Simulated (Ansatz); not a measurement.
The parent structure is Ir in the fcc (Cu type) structure (space group Fm-3m, No. 225; a = 3.831 Å; relaxed with 0.1 eV smearing). Axes: x, y, z lie along the cube axes.

Calculations: PBEsol in Ansatz (plane waves to 420 eV, PAW, scalar-relativistic without spin-orbit coupling).

Strains are applied to the cell and any free atomic positions relax; under biaxial strain the out-of-plane vector relaxes too.

One change was made to it. Results:

```json
[
 {"quantity": "volume per atom", "base": "14.06 Å³", "after": "13.93 Å³"},
 {"quantity": "energy relative to the base (free energy F)", "base": "0 meV/atom", "after": "+3.4 meV/atom"}
]
```

**Question.** Which change produced these results?
(A) biaxial strain −0.74 %, plane normal [001], relaxed out of plane
(B) biaxial strain −3.74 %, plane normal [001], relaxed out of plane
(C) uniaxial strain ε_zz = +3.14 %
(D) uniaxial strain ε_xx = −4.46 %
(E) uniaxial strain ε_xx = +5.96 %

**Answer.** A, biaxial strain −0.74 %, plane normal [001], relaxed out of plane. For comparison, the energy relative to the base in the other runs: uniaxial strain ε_xx = +5.96 % gives +88 meV/atom; biaxial strain −3.74 %, plane normal [001], relaxed out of plane gives +96 meV/atom; uniaxial strain ε_xx = −4.46 % gives +62 meV/atom; uniaxial strain ε_zz = +3.14 % gives +26 meV/atom.

No phonon test of stability was made. The final runs are not spin-polarised.

Ansatz is a program for electronic structure.
